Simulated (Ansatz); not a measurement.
Consider Pt in the fcc (Cu type) structure (space group Fm-3m, No. 225; a = 3.8939 Å).

Calculations: DFT with LDA, PAW potentials and a 420 eV plane-wave cutoff in Ansatz (a quantum-chemistry and plane-wave program), without spin-orbit coupling.

One change was made to it. Results:

```json
[
 {"quantity": "band gap", "base": "zero", "after": "zero"},
 {"quantity": "volume per atom", "base": "14.76 Å³", "after": "13.87 Å³"}
]
```

What was done to the base?
A) pressure 4.5 GPa
B) pressure 22.5 GPa
C) pressure 0.9 GPa
D) pressure −1 GPa
E) pressure 9 GPa

B, pressure 22.5 GPa. For comparison, the volume per atom in the other runs: pressure 4.5 GPa gives 14.55 Å³; pressure 9 GPa gives 14.36 Å³; pressure 0.9 GPa gives 14.72 Å³; pressure −1 GPa gives 14.81 Å³.

Load acts through the strain it causes; cell and atoms are relaxed under it. No phonon test of stability was made. No other phases were tried under pressure. The final runs are not spin-polarised.
